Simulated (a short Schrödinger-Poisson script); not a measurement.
# MOS inversion layer, SiO2 on p-type Si(110)

Stack: MOS inversion layer, SiO2 on p-type Si(110), at 300 K.

```tsv
layer	material	thickness (nm)	Na (cm⁻³)
1	SiO2	0.84	-
2	Si	340	1.6e18
```

The device is made up for the run: typed textbook-type constants, with dimensions and the other settings drawn at random. SiO2: permittivity 3.9, conduction-band edge (eV) 3.15, gap (eV) 9, electron mass (mₑ) 0.5. Si: permittivity 11.7, conduction-band edge (eV) 0, gap (eV) 1.124, Nv at 300 K (cm⁻³) 3.1e19.

Channel valleys (confinement mass, in-plane density-of-states mass, number): Δ4 0.315, 0.324, 4; Δ2 0.19, 0.417, 2. At the gate the conduction-band edge of layer 1 lies 3.33 eV − eVg above the Fermi level of the channel; the field vanishes at the back. Gaps are held at their typed values at every temperature. Mesh 0.03 nm at interfaces.

From a short Schrödinger-Poisson script (our own, NumPy): 1D Poisson equation in equilibrium, electrons quantum, Hartree (BenDaniel-Duke, 12 states a valley, the channel's in-plane mass for all, wave functions free to enter the dielectric), parabolic valleys, classical holes, full ionisation, no traps, pinning or gate leakage.

```
Vg (V)  electrons (cm⁻²)  C (μF/cm²)  Δ4 E0 (meV)  Δ4 E1 (meV)  Δ2 E0 (meV)  Δ2 E1 (meV)
------  ----------------  ----------  -----------  -----------  -----------  -----------
0.2               9.52e7       0.356        313.8        443.9        337.0        489.3
0.25              4.97e8       0.350        271.0        403.8        294.6        450.1
0.3               2.60e9       0.352        228.1        363.4        252.0        410.6
0.35             1.35e10       0.395        185.4        323.2        209.7        371.2
0.4              6.53e10       0.601        144.5        284.8        169.2        333.6
0.45             2.47e11        1.12        109.9        252.7        134.9        302.2
0.5              6.37e11        1.68         85.1        230.6        110.7        280.6
0.55             1.20e12        2.06         68.3        216.6         94.4        267.1
0.6              1.86e12        2.29         56.3        207.5         83.0        258.3
0.65             2.59e12        2.45         47.2        201.3         74.4        252.3
0.7              3.37e12        2.56         39.8        196.7         67.5        247.9
0.75             4.17e12        2.64         33.6        193.4         61.9        244.8
0.8              5.01e12        2.70         28.2        190.8         57.0        242.4
0.85             5.86e12        2.76         23.4        188.8         52.8        240.5
0.9              6.73e12        2.80         19.1        187.3         49.1        239.1
0.95             7.61e12        2.84         15.2        186.0         45.7        238.0
1                8.50e12        2.88         11.6        185.1         42.5        237.1
1.05             9.41e12        2.91          8.3        184.4         39.7        236.5
1.1              1.03e13        2.94          5.1        183.8         37.0        236.0
1.15             1.12e13        2.97          2.2        183.4         34.5        235.6
1.2              1.22e13        2.99         -0.7        183.1         32.1        235.3
```

Subbands count from the Fermi level.
